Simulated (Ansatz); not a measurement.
# A computed series for hypothetical fluorite YbSi2: pressure series

Take YbSi2 in the fluorite structure (space group Fm-3m, No. 225; a hypothetical phase, not in the database extracts checked) as the base.

```
YbSi2
1.0
    0.00000     3.17139     3.17139
    3.17139     0.00000     3.17139
    3.17139     3.17139     0.00000
Yb Si
1 2
Direct
  0.00000   0.00000   0.00000
  0.25000   0.25000   0.25000
  0.75000   0.75000   0.75000
```

Cell and atoms are relaxed at each pressure.

Level of theory: PBEsol/PAW in Ansatz (an electronic-structure program), scalar-relativistic without spin-orbit coupling.

Two rows of this table had their results exchanged by mistake.

| pressure | volume per atom (Å³) | shortest distance (Å) | band gap |
|---|---|---|---|
| pressure −2 GPa | 22.07 | 2.781 | zero |
| pressure −1 GPa | 21.65 | 2.763 | zero |
| pressure 0.9 GPa | 20.95 | 2.733 | zero |
| pressure 2.1 GPa | 20.57 | 2.716 | zero |
| pressure 4.5 GPa | 19.88 | 2.685 | zero |
| pressure 9 GPa | 18.82 | 2.637 | zero |
| pressure 15 GPa | 15.85 | 2.490 | zero |
| pressure 22.5 GPa | 16.67 | 2.533 | zero |
| pressure 30 GPa | 17.72 | 2.585 | zero |

**Question.** Which two?

**Answer.** The rows for pressure 15 GPa and pressure 30 GPa: the volume has to fall steadily with pressure, so 17.72 Å³ belongs to pressure 15 GPa and 15.85 Å³ to pressure 30 GPa.

The state of the 4f shell was not checked for lower solutions. Load acts through the strain it causes; cell and atoms are relaxed under it. No phonon test of stability was made. Competing high-pressure phases were not computed. Starting moments died away, wholly or in part, for the base; another magnetic solution may exist. The final runs are not spin-polarised.
